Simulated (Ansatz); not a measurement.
Al on the C site (Al_C) in metastable 2H silicon carbide: one set of geometries, relaxed with PBE, evaluated in Ansatz (PAW, plane waves to 420 eV, 500 eV under r2SCAN) with PBE, r2SCAN.

Set-up: 96-site cell; 2×2×2 shifted k-points; start: the C site; charged states image-corrected; not converged in cell size; flagged in the runs: a host whose relaxation on this sampling wasn't shown to rest, a strain field that reaches the edge of the cell.

```
quantity                                                 PBE  r2SCAN
------------------------------------------------------  ----  ------
host gap (eV)                                           2.31       …
ε(+1/0) above the VBM (eV)                              0.73       …
ε(0/−1) above the VBM (eV)                              1.35       …
largest moment on one atom at charge +1 (μB)            0.16       …
neutral formation energy against fcc Al, graphite (eV)  7.29       …
largest moment on one atom at charge 0 (μB)             0.08       …
```

Q: Given the lower rungs, what does r2SCAN give?

A: 
- host gap (eV), r2SCAN: 2.68
- ε(+1/0) above the VBM (eV), r2SCAN: 0.87
- ε(0/−1) above the VBM (eV), r2SCAN: 1.51
- largest moment on one atom at charge +1 (μB), r2SCAN: 0.17
- neutral formation energy against fcc Al, graphite (eV), r2SCAN: 7.68
- largest moment on one atom at charge 0 (μB), r2SCAN: 0.09

Ansatz is a first-principles code.
